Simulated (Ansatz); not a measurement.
**RuC (R-3m, No. 166, 4 atoms in the cell; start mp-999259): bulk modulus B0 by level of theory**

No measured value is used here.

```csv
level (code),value (GPa),cell (Å³/atom)
LDA (Ansatz),336,9.99
PBE (Ansatz),287,10.47
PBEsol (Ansatz),318,10.17
```

LDA, PBE, PBEsol: the run has no spin polarisation, so it can have missed a magnetic state. LDA, PBE, PBEsol: the bulk modulus is −V dP/dV from two relaxed cells at ±2 % in volume. LDA, PBE, PBEsol: the relaxation could not lower the start's symmetry, so the cell can be a saddle point above a distorted one. Each level is taken at its own relaxed cell. Ansatz's density-functional and Hartree–Fock values are scalar-relativistic unless marked +SOC, with PAW data made under PBE.

A start named mp-… is a Materials Project structure, which need not be a measured phase.

Ansatz is a quantum-chemistry and plane-wave program.
